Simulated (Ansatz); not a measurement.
Results of PBE0 in Ansatz (plane waves, PAW) for CsCl-type PdIn.

From the output:

```
WARN output.stress: scf.exx.energy_threshold = 1e-6 eV is looser than the 2e-8 eV advised for a stress under a hybrid functional (1e-8 eV for each atom of the …
Crystal: 2 atoms, lattice volume = 36.607 Å³
Basis set: ecut = 460 eV, 799 PW (Γ), exchange–correlation on 48×48×48 points (8 copies of the dense FFT grid, shifted against one another)
Bands: 20, of which v1, the nominal top of the filled ones, is band 16 counted from 1 (15 counted from 0)
Symmetry: 48 space group operations
Space group: Pm-3m (ITA 221), of the structure as read, at distance tolerance 3.3e-5 Å
k-points: 35 of 512
Functional: x = pbe(κ = 0.804, μ = 0.2195149727645171), c = pbe(β = 0.06672455060314922), warm-up for x = 0.75 pbe(κ = 0.804, μ = 0.2195149727645171) + 0.25 exact, c = pbe(β = 0.06672455060314922)
SCF iter   1: F=—  HF=-12571.674414 eV  |F-HF|=—  |Δ(HF+E_count)|=         —  Δρ=2.53e-3  dr2=1.08e-3
SCF iter   2: F=—  HF=-12571.674609 eV  |F-HF|=—  |Δ(HF+E_count)|=   1.95e-4  Δρ=1.32e-3  dr2=4.09e-4
  ...
SCF 1 converged in 7 iterations: F = -12571.674521 eV  dr2 = 7.49e-12
Crystal: 2 atoms, lattice volume = 36.607 Å³
Initial density: handed on by an earlier stage of this run
Functional: x = 0.75 pbe(κ = 0.804, μ = 0.2195149727645171) + 0.25 exact, c = pbe(β = 0.06672455060314922)
SCF 2 converged in 8 iterations: F = -12577.044889 eV  dr2 = 2.37e-11
Crystal: 2 atoms, lattice volume = 36.607 Å³
Crystal: 2 atoms, lattice volume = 36.607 Å³
SCF 4 converged in 9 iterations: F = -12577.057246 eV  dr2 = 1.13e-12
Crystal: 2 atoms, lattice volume = 36.607 Å³
SCF 5 converged in 2 iterations: F = -12577.057246 eV  dr2 = 4.65e-11
Crystal: 2 atoms, lattice volume = 36.607 Å³
Crystal: 2 atoms, lattice volume = 36.607 Å³
SCF 7 converged in 4 iterations: F = -12577.057246 eV  dr2 = 1.21e-10
Crystal: 2 atoms, lattice volume = 36.607 Å³
Crystal: 2 atoms, lattice volume = 36.607 Å³
SCF iter   5: F=—  HF=-12577.057246 eV  |F-HF|=—  |Δ(HF+E_count)|=  2.67e-10  Δρ=8.16e-7  dr2=2.46e-10
SCF iter   6: F=-12577.057246 eV  HF=-12577.057246 eV  |F-HF|=1.82e-12  |Δ(HF+E_count)|=  7.28e-11  Δρ=1.05e-7  dr2=1.73e-12
SCF 9 converged in 6 iterations: F = -12577.057246 eV  dr2 = 1.73e-12
Free energy (F): -12577.057246 eV
Internal energy: -12577.053319 eV  (E = F + TS)
E sigma→0 (E₀):  -12577.055282 eV
Fermi energy:    15.337296 eV
--- Forces (eV/Å), atoms counted from 1 ---
  atom   1  In     0.00000000    -0.00000000     0.00000000
  atom   2  Pd    -0.00000000    -0.00000000     0.00000000
--- Stress (GPa, compression-positive) ---
       -5.264405       0.000000      -0.000000
        0.000000      -5.264405       0.000000
        0.000000       0.000000      -5.264405
  P = ⅓ Tr σ = -5.2644 GPa (-52.644 kbar)
```

Write an input file that produces this run.

Several could match; the one computed here: 
Ansatz 0.2 input:
```yaml
crystal:
  lattice:
    - [3.3203928808, 0.0, 0.0]
    - [0.0, 3.3203928808, 0.0]
    - [0.0, 0.0, 3.3203928808]
  atoms:
    - { symbol: In, position: [0.5, 0.5, 0.5] }
    - { symbol: Pd, position: [0.0, 0.0, 0.0] }
basis:
  ecutwfc: 460
  ecutrho_ratio: 4
  xc_grid: 2
kpoints:
  mp_grid: { grid: [8, 8, 8] }
hamiltonian:
  xc: pbe0
  dispersion: none
  pseudopotentials: { kind: paw }
scf:
  occupations: { method: fermi_dirac, width: 0.05 }
  convergence: { dr2_threshold: 0.0000000002 }
output:
  forces: true
  stress: true
  eigenvalues: true
```

The cell is one volume of an energy–volume scan, off the minimum.

The PAW data were made under PBE.

Cost on a shared machine: very roughly 9 core-minutes.

Ansatz is a first-principles code.
